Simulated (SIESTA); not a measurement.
Input and output of a self-consistent single point for GaN (F-43m, 2 atoms in the cell) (SIESTA).

Method: GGA PBE with spin-orbit coupling, numerical atomic orbitals DZP, PseudoDojo PBE fully relativistic norm-conserving potentials (rewritten from UPF to PSML) (SIESTA).

```xyz
2
Lattice="0.0000 2.2600 2.2600 2.2600 0.0000 2.2600 2.2600 2.2600 0.0000" Properties=species:S:1:pos:R:3 pbc="T T T"
Ga     0.0000     0.0000     0.0000
N      1.1300     1.1300     1.1300
```

Reference input (self-consistent single point, DFT, GGA PBE, numerical atomic orbitals DZP, PseudoDojo PBE standard norm-conserving potentials (rewritten from UPF to PSML)): XC.functional = GGA; XC.authors = PBE; potentials = PseudoDojo PBE standard; PAO.BasisSize = DZP; PAO.EnergyShift = 0.01 Ry; MeshCutoff = 350 Ry; kgrid.MonkhorstPack = 13 13 13; OccupationFunction = FD; ElectronicTemperature = 10 meV; MaxSCFIterations = 150; SCF.Mixer.Method = Pulay; SCF.Mixer.Weight = 0.1. This run's input differs from it in these lines:

```diff
@@ -1,2 +1,2 @@
-# files in the folder: Ga.psml N.psml (PseudoDojo PBE standard)
+# files in the folder: Ga.psml N.psml (PseudoDojo PBE fully relativistic)
 SystemName  GaN
@@ -34,2 +34,7 @@
 ElectronicTemperature        10.0 meV
+Spin                         spin-orbit
+%block DM.InitSpin
+  1 0.00 0.00 0.00
+  2 0.00 0.00 0.00
+%endblock DM.InitSpin
```

Output, abridged:

```
        iscf     Eharris(eV)        E_KS(eV)     FreeEng(eV)     dDmax    Ef(eV) dHmax(eV)
   scf:    1    -2353.301720    -2360.168195    -2360.168195  0.699324 -5.870662  7.823265
     spin moment: {S} , |S| = {    0.00000   -0.00000   -0.00000 }     0.00000
   scf:    2    -2362.417684    -2361.356512    -2361.356512  0.015735 -5.483913  5.545381
     spin moment: {S} , |S| = {    0.00000    0.00000   -0.00000 }     0.00000
   scf:    3    -2363.065413    -2362.625181    -2362.625181  0.038760 -4.583947  1.208051
     spin moment: {S} , |S| = {   -0.00000    0.00000    0.00000 }     0.00000
   [... lines left out ...]
     spin moment: {S} , |S| = {   -0.00000    0.00000   -0.00000 }     0.00000
   scf:    8    -2362.643160    -2362.643160    -2362.643160  0.000047 -4.632282  0.000714
     spin moment: {S} , |S| = {   -0.00000    0.00000    0.00000 }     0.00000
mix: Pulay -- inversion failed, > SVD [rank/size] 4 / 7
   scf:    9    -2362.643160    -2362.643160    -2362.643160  0.000013 -4.632319  0.000007
     spin moment: {S} , |S| = {   -0.00000    0.00000    0.00000 }     0.00000
   scf:   10    -2362.643160    -2362.643160    -2362.643160  0.000001 -4.632321  0.000010
     spin moment: {S} , |S| = {   -0.00000   -0.00000   -0.00000 }     0.00000
SCF Convergence by DM+H criterion
max |DM_out - DM_in|         :     0.0000010756
max |H_out - H_in|      (eV) :     0.0000102607
SCF cycle converged after 10 iterations

Using DM_out to compute the final energy and forces

siesta: E_KS(eV) =            -2362.6432

siesta: E_KS - E_eggbox =     -2362.6432

siesta: Atomic forces (eV/Ang):
     1    0.001422    0.001422    0.001422
     2   -0.001424   -0.001424   -0.001424
   Tot   -0.000001   -0.000001   -0.000001
   Max    0.001424
   Res    0.001423    sqrt( Sum f_i^2 / 3N )
   Max    0.001424    constrained

Stress tensor Voigt[x,y,z,yz,xz,xy] (kbar):      -57.81      -57.81      -57.81       -0.83       -0.83       -0.83
(Free)E + p*V (eV/cell)    -2361.8101
Target enthalpy (eV/cell)    -2362.6432

siesta: Program's energy decomposition (eV):
siesta: Enl(+so)=     -1065.163522
   [... lines left out ...]
siesta: FreeEng =     -2362.643160
   [... lines left out ...]
siesta:    -0.036083   -0.000517   -0.000517
siesta:    -0.000517   -0.036083   -0.000517
siesta:    -0.000517   -0.000517   -0.036083

siesta: Cell volume =         23.086352 Ang**3

siesta: Pressure (static):
siesta:                Solid            Molecule  Units
siesta:           0.00039299          0.00039375  Ry/Bohr**3
siesta:           0.03608269          0.03615234  eV/Ang**3
siesta:          57.81084044         57.92242958  kBar
```

The run converged in 10 iterations. Against the reference run the pressure hardly changes (5.80 to 5.78 GPa), the largest force stays at 0.002 eV/Å and the gap on the mesh hardly changes (1.753 to 1.745 eV).

The starting cell has typed, rounded lattice constants, without a prior relaxation at this level. Values carry the incompleteness of an atom-centred basis. With a pressure of about 6 GPa the cell is away from its equilibrium volume at this level.

Cost on one core of a shared machine: roughly 4 min.
